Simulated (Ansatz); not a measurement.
Base system: ZnCu in the CsCl type structure (space group Pm-3m, No. 221; a = 2.9085 Å; relaxed with 0.1 eV smearing). Axes: x, y, z lie along the cube axes.

Computed with PBEsol (Ansatz, a quantum-chemistry and plane-wave program, PAW, no spin-orbit coupling).

Modification: uniaxial strain ε_zz = +2.50 %, all other strain components held at zero, atoms relaxed at fixed cell.

What does the calculation give for the stress after the change?

The stress (xx, yy, zz, yz, xz, xy; compression positive) is (-3.2, -3.2, -3.1, 0.0, 0.0, 0.0) GPa.

What happens to the energy relative to the base?

The energy increases by 3.1 meV/atom.

Stability against distortions was not tested. All final runs are without spin polarisation.
